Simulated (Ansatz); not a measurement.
The parent structure is BeTe in the zinc blende structure (space group F-43m, No. 216; a = 5.554 Å). Axes: x, y, z lie along the cube axes.

The values are results of LDA in Ansatz (plane waves to 420 eV, PAW, no spin-orbit coupling), not measurements.

For the base:

```
Item       Result
--------  -------
Band gap  1.79 eV
```

Perturbation: compressive biaxial strain of 2.50 % in the plane normal to [001], as in epitaxy on a mismatched substrate; the out-of-plane cell vector and the atoms relax.

Q: What happens to the in-plane stress, ratio −ε⊥/ε∥ and band gap?

A: The mean in-plane stress (compression positive) amounts to +3.1 GPa; the ratio −ε⊥/ε∥ is 0.79; the band gap decreases by 0.28 eV, from 1.79 eV to 1.51 eV.

With Te present, leaving out spin-orbit coupling can change the band edges. Stability against distortions was not tested.

Ansatz is a quantum-chemistry and plane-wave program.
